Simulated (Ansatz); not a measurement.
The reference is MoTe2 in the 2H-MoS2 type structure (space group P6_3/mmc, No. 194; a = 3.5419 Å, c = 14.1820 Å; layered, stacked along the Cartesian z axis). Axes: x lies along a and z along c of the hexagonal cell.

The values are results of Kohn–Sham DFT with the r2SCAN+rVV10 functional, run in Ansatz (a quantum-chemistry and plane-wave program) with PAW and 500 eV plane waves, no spin-orbit coupling, earlier PAW set, not measurements.

The change: tensor shear ε_yz = −0.45 % (engineering shear γ = -0.0090), atoms relaxed at fixed cell.

Task: Estimate the effect on the stress and energy relative to the base.

Result: The stress (xx, yy, zz, yz, xz, xy; compression positive) amounts to (0.00, 0.00, 0.01, 0.17, 0.00, 0.00) GPa; the energy hardly moves.

The cells carry an imposed strain or load. No phonon test of stability was made.
